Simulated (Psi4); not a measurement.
Psi4 1.11, unrestricted BP86/def2-tzvp: C#C[CH2], charge 0, multiplicity 2, 6 atoms. The geometry is a generated start, not checked to be a minimum at this level.

task: energy
method: bp86
basis: def2-tzvp
memory: 3 GB
maxiter: 100
keys of the molecule block: symmetry c1
scf_type: df (default)
guess: auto, which took SAD (default)
scf_initial_accelerator: adiis (default)
e_convergence: 1e-06 (default)
d_convergence: 1e-06 (default)
dft_radial_points: 75 (default)
dft_spherical_points: 302 (default)
basis functions: 111
grid points: 130431

```xyz
6

C      1.4690    -0.1687     0.2523
C      0.2751     0.0003     0.0608
C     -1.0544     0.1575    -0.1207
H      2.4927    -0.3966     0.2442
H     -1.4384     0.9842    -0.6882
H     -1.7440    -0.5767     0.2516
```

Charge 0 and multiplicity 2 are set for this test and not shown to be the ground state.

One run each on 2 threads. Values of diis_max_vecs tried: 3, 6, 10 (default), 20.

Question: How does the count of SCF iterations change with diis_max_vecs, and where is it least?

Answer: Fewest SCF iterations, within one of each other: 6 with 11, 10 (default) with 10, 20 with 10. The count rises to 19 at 3. All converge to one solution.

```json
[
 {"diis_max_vecs": "3", "SCF iterations": "19", "end": "same solution"},
 {"diis_max_vecs": "6", "SCF iterations": "11", "end": "same solution"},
 {"diis_max_vecs": "10 (default)", "SCF iterations": "10", "end": "same solution"},
 {"diis_max_vecs": "20", "SCF iterations": "10", "end": "same solution"}
]
```
